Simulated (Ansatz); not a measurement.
Start from Ge in the diamond structure (space group Fd-3m, No. 227).

Ge has the cubic space group Fd-3m, origin choice 1 (No. 227), the diamond structure, Pearson symbol cF8. Conventional cell: a = b = c = 5.676 Å, α = β = γ = 90.00°. Ge on 8b is surrounded by 4 Ge at 2.458 Å (tetrahedral). (Neighbours: up to the widest gap in distance over summed covalent radii, below 1.35, at either atom.)
(The calculation used a cell of 2 atoms; values per cell refer to that cell.)

Calculations: PBEsol (Ansatz, a quantum-chemistry and plane-wave program; PAW; 420 eV plane waves; spin-orbit coupling left out).

Before the change:

The pressure comes out as 0.0 GPa and the band gap is zero.

It is then changed as follows: the cell is scaled by 0.9950 in all directions; the atoms relax in the strained cell.

Q: What does the calculation give for the pressure after the change?

A: The pressure goes from zero to 1.0 GPa.

Q: What does the calculation give for the energy relative to the base after the change?

A: The energy grows by 1.1 meV/atom.

Q: What does the calculation give for the band gap after the change?

A: The band gap is still zero.

Stability against distortions was not tested. Gaps under 0.05 eV, about the width of the smearing, are given as zero. The zero or small gap of Ge can change with the level of theory.
